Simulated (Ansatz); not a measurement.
**TiO2: response to strain**

The parent structure is TiO2 in the anatase structure (space group I4_1/amd, No. 141; a = 3.770 Å, c = 9.552 Å).

Strains are applied to the cell and any free atomic positions relax.

Method: Ansatz (an electronic-structure program) PBEsol, spin-orbit coupling left out.

```tsv
case	smallest direct gap	band gap	volume per atom
base	2.44 eV	2.11 eV	11.31 Å³
isotropic strain −3.00 %	2.61 eV	2.18 eV	10.32 Å³
isotropic strain −2.40 %	2.58 eV	2.16 eV	10.52 Å³
isotropic strain −1.80 %	2.55 eV	2.15 eV	10.71 Å³
isotropic strain −1.20 %	2.52 eV	2.14 eV	10.91 Å³
isotropic strain −0.60 %	2.48 eV	2.12 eV	11.11 Å³
```

Stability against distortions was not tested. The final runs are not spin-polarised.
